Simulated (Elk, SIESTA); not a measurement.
An Elk input for a self-consistent single point of Ag (Fm-3m, 1 atom in the cell) (DFT, PBE, all-electron FP-LAPW, Elk's shipped species files, LAPW+lo basis):

```
tasks
  0

xctype
  20

rgkmax
  7.5

gmaxvr
  14.0

nxoapwlo
  1

rmtscf
  0.99

stype
  0

swidth
  0.00367493

avec
    0.0000000000    3.7872001264    3.7872001264
    3.7872001264    0.0000000000    3.7872001264
    3.7872001264    3.7872001264    0.0000000000

atoms
  1   : nspecies
  'Ag.in'   : spfname
  1   : natoms; atposl, bfcmt below
  0.0000000000  0.0000000000  0.0000000000    0.0 0.0 0.0

ngridk
  14 14 14
```

Question: Translate this input to SIESTA.

Answer: This is the input that was run; spellings and numerical settings could be chosen otherwise.

```
# files in the folder: Ag.psml (PseudoDojo PBE standard)
SystemName  Ag
SystemLabel Ag

NumberOfAtoms                1
NumberOfSpecies              1
%block ChemicalSpeciesLabel
  1 47 Ag
%endblock ChemicalSpeciesLabel
LatticeConstant              1.0 Bohr
%block LatticeVectors
     0.000000000    3.787200126    3.787200126
     3.787200126    0.000000000    3.787200126
     3.787200126    3.787200126    0.000000000
%endblock LatticeVectors
AtomicCoordinatesFormat      Fractional
%block AtomicCoordinatesAndAtomicSpecies
     0.000000000    0.000000000    0.000000000  1
%endblock AtomicCoordinatesAndAtomicSpecies

XC.functional                GGA
XC.authors                   PBE
PAO.BasisSize                DZP
PAO.EnergyShift              0.01 Ry
MeshCutoff                   400 Ry
%block kgrid.MonkhorstPack
   14   0   0  0.0
    0  14   0  0.0
    0   0  14  0.0
%endblock kgrid.MonkhorstPack
OccupationFunction           MP
OccupationMPOrder            0
ElectronicTemperature        0.1 eV

MaxSCFIterations             150
SCF.Mixer.Method             Pulay
SCF.Mixer.Weight             0.25
SCF.Mixer.History            6
SCF.DM.Tolerance             1.0E-05
Diag.ParallelOverK           true
WriteForces                  true
Charge.Mulliken              end
```

Basis, cutoffs, solver keys and any potentials are the target program's own. This input uses DFT, GGA PBE, numerical atomic orbitals DZP, PseudoDojo PBE standard norm-conserving potentials (rewritten from UPF to PSML).

The starting cell has typed, rounded lattice constants, without a prior relaxation at this level. For this run, on top of that: lattice scaled by 0.98.
